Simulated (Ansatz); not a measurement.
Start from BeTe in the zinc blende structure (space group F-43m, No. 216).

```yaml
crystal:
  lattice:
    - [0.00000, 2.82841, 2.82841]
    - [2.82841, 0.00000, 2.82841]
    - [2.82841, 2.82841, 0.00000]
  atoms:
    - { symbol: Be, position: [0.00000, 0.00000, 0.00000] }
    - { symbol: Te, position: [0.25000, 0.25000, 0.25000] }
```

Cartesian axes are those of the cell as printed.

Calculations: Kohn–Sham DFT with the r2SCAN functional, run in Ansatz (a first-principles code) with PAW and 500 eV plane waves, no SOC.

The change: every lattice vector is stretched by 1.50 %; the atoms relax in the strained cell.

**Question.** Predict the stress tensor and what it implies for the stiffness.

**Answer.** Stress of the strained cell less that of the base (GPa, compression positive):
```
  -2.43    0.00    0.00
   0.00   -2.43    0.00
   0.00    0.00   -2.43
```

Then B = −ΔP/(ΔV/V₀) with ΔV/V₀ = 0.0457 gives secant stiffness values (nonlinear terms included at this strain): B ≈ 53 GPa.

As a check, the harmonic strain energy −½ V₀ Δσ:ε is 7.7 meV/atom; the computed energy rise is 8.1 meV/atom.

Stability against distortions was not tested.
